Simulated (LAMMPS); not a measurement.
Simulation of ZnO (wurtzite), 432 atoms, at 1350 K and 0 GPa, heated as the crystal.

All values are model results, not measurements: classical MD, Buckingham potential of Lewis and Catlow, J. Phys. C 18, 1149 (1985), first set, used with rigid ions (no shells), PPPM sums, short-range terms cut at 10 Å, modified for these runs by an r^-4 repulsive force inside the short-range force's maximum, run in LAMMPS.

Starting crystal:

```cif
data_O2Zn2
_chemical_formula_sum 'Zn2 O2'
_space_group_name_H-M_alt 'P63mc'
_space_group_IT_number 186
_space_group_name_Hall 'P 6c -2c'
_cell_length_a 3.25000
_cell_length_b 3.25000
_cell_length_c 5.21000
_cell_angle_alpha 90.000
_cell_angle_beta 90.000
_cell_angle_gamma 120.000
loop_
_atom_site_label
_atom_site_type_symbol
_atom_site_symmetry_multiplicity
_atom_site_Wyckoff_symbol
_atom_site_fract_x
_atom_site_fract_y
_atom_site_fract_z
_atom_site_occupancy
Zn1 Zn 2 b 0.66667 0.33333 0.00000 1
O1 O 2 b 0.33333 0.66667 0.11800 1
```
(The calculation used a cell of 8 atoms; values per cell refer to that cell.)

**Question.** Give the most common Zn-O-Zn angle, the mean frequency of the velocity spectrum, the state found as this potential yields it.

**Answer.** most common Zn-O-Zn angle: in the 3° bin centred on 109.5° (mean of all 109°); mean frequency of the velocity spectrum: 10.5 THz; state found: crystal; no diffusion seen in 21 ps.

Caution: the potential ionic pair potential lewis1985a is fitted to static crystal properties with a polarisable anion, which is rigid here.
